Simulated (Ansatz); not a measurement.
BiPd in the NiAs type structure (space group P6_3/mmc, No. 194)

Space group P6₃/mmc (No. 194); a = 4.2589 Å, b = 4.2589 Å, c = 5.6307 Å, α = 90.00°, β = 90.00°, γ = 120.00°

| atom | site | symmetry | x | y | z |
|---|---|---|---|---|---|
| Bi | 2c | -6m2 | 0.3333 | 0.6667 | 0.2500 |
| Pd | 2a | -3m. | 0.0000 | 0.0000 | 0.0000 |

Method: PBEsol (Ansatz, an electronic-structure program, PAW, no SOC). k-mesh 13×13×8 (Γ-centred); smearing 0.05 eV (Fermi–Dirac).

- Volume per atom = 22.11 Å³
- Density = 11.84 g/cm³
- Band gap = zero
- Total energy = -9574.651 eV/atom (σ→0; compares only within this code and set-up)

Stability against distortions was not tested. All final runs are without spin polarisation.
